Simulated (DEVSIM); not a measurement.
Device: illuminated Si p-on-n cell, one wavelength, with a back-surface field, at 300 K.

Layer 1 from the left is Si, thickness (μm) 0.130, Na (cm⁻³) 6.9e18, τn (s) 8e-7, τp (s) 3.2e-7, absorption coefficient (cm⁻¹) 1900. Layer 2 from the left is Si, thickness (μm) 53.0, Nd (cm⁻³) 3.4e15, τn (s) 3.2e-5, τp (s) 3.2e-5, absorption coefficient (cm⁻¹) 1900. Layer 3 from the left is Si, thickness (μm) 0.100, Nd (cm⁻³) 1.6e18, τn (s) 3.2e-5, τp (s) 3.2e-5, absorption coefficient (cm⁻¹) 1900.

Left contact: ohmic, minority electron recombination velocity 30000 cm/s. Right contact: ohmic, minority hole recombination velocity 600 cm/s. Voltage is applied to the left contact. Recombination: SRH at mid-gap, radiative, Auger. Gap narrowing is on: ΔEg = 6.92 meV × (l + √(l² + 0.5)), l = ln(N/1.3e17 cm⁻³), shared equally by both band edges. Light enters at the left, 2.4e18 photons cm⁻² s⁻¹, one pass, no reflection. Mobility is constant in doping.

This is a model device: material constants are rounded textbook-type values typed into the input, and sizes, dopings and lifetimes were drawn at random. Values at 300 K.

Si: gap (eV) 1.124, affinity (eV) 4.05, permittivity 11.7, Nc (cm⁻³) 2.86e19, Nv (cm⁻³) 3.1e19, μn (cm²/Vs) 1417, μp (cm²/Vs) 470, B (cm³/s) 4.7e-15, Cn (cm⁶/s) 2.8e-31, Cp (cm⁶/s) 9.9e-32.

Model (solved in DEVSIM): 1D drift-diffusion, Boltzmann statistics, complete ionisation; no tunnelling, impact ionisation, image-force lowering or self-heating.

Dark forward current:

```
|V| (V)  |J| (A/cm²)
-------  -----------
0.05       2.493e-10
0.10       9.306e-10
0.15        3.080e-9
0.20        1.098e-8
0.25        4.628e-8
0.30        2.359e-7
0.35        1.392e-6
0.40        8.945e-6
0.45        5.986e-5
0.50       0.0004072
0.55        0.002755
0.60         0.01742
0.65         0.09437
0.70          0.4993
0.75           2.843
0.80           16.15
0.85           82.91
0.90           357.4
0.95            1228
1.00            3239
```

### Question
Work out the local ideality factor n = ΔV / (kT/q · ln(J2/J1)) between the rows 0.15 and 0.20 V, 0.45 and 0.50 V, 0.95 and 1.00 V.

### Answer
kT/q = 25.85 mV. From 0.15 to 0.20 V: ln(1.098e-8/3.080e-9) = 1.271, n = 1.52. From 0.45 to 0.50 V: ln(0.0004072/5.986e-5) = 1.917, n = 1.01, near the 1 of diffusion or emission over a barrier. From 0.95 to 1.00 V: ln(3239/1228) = 0.970, n = 1.99.

### Question
What current could the absorbed light give at most, and what share is collected?

### Answer
Σ αd = 10.1, so qΦ(1 − exp(−Σ αd)) = 385 mA/cm². The simulated short-circuit current is 382.5 mA/cm², a share of 0.99.

### Question
Estimate the open-circuit voltage by superposition: the voltage at which the dark current equals that short-circuit current.

### Answer
Interpolating ln J in the table gives 0.692 V. The simulation gives 0.691 V, the same within the digits that matter. Superposition holds where collection doesn't change with voltage.

### Question
Estimate the fill factor from FF0 = (v − ln(v + 0.72))/(v + 1), v = qVoc/(nkT), with n from the dark curve.

### Answer
The rows about Voc, 0.65 and 0.70 V, give n = 1.16, so v = 23.0 and FF0 = 0.827. The simulation gives 0.827, the same within the digits that matter.
